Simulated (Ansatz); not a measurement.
An Ansatz (a program for electronic structure) input (PBE (Ansatz, PAW, no spin-orbit coupling), earlier PAW set):

Ansatz 0.2 input:
```yaml
crystal:
  lattice:
    - [0, 3.0216338208, 3.0216338208]
    - [3.0216338208, 0, 3.0216338208]
    - [3.0216338208, 3.0216338208, 0]
  atoms:
    - { symbol: S, position: [0.75, 0.75, 0.75] }
    - { symbol: Cd, position: [0, 0, 0] }
basis: { ecutwfc: 420, ecutrho_ratio: 4, xc_grid: 2, fft_grid_basis: typed }
kpoints: { mp_grid: { grid: [10, 10, 10] } }
hamiltonian:
  xc: pbe
  dispersion: none
  pseudopotentials: { azcp: { folder: ./paw }, kind: paw }
scf: { occupations: { method: fermi_dirac, width: 0.05 }, convergence: { dr2_threshold: 0.0000000002 } }
relax: { f_tol: 0.005, max_steps: 50 }
output: { forces: true, stress: true }
checkpoint: { write: state.ck, write_every: 1000 }
```

Question: Which symmetry and how many k-points will the program report, and about how many plane waves at Γ?

Answer: Space group F-43m (ITA 216) with 24 operations, k-points 47 of 1000, and 1067 plane waves at Γ.

Question: And the final pressure?

Answer: -2.72 GPa (compression positive).

The cells carry an imposed strain or load. Stability against distortions was not tested. The cell was made from CdS in the zinc blende structure (space group F-43m, No. 216) by this change: isotropic strain +1.96 %.
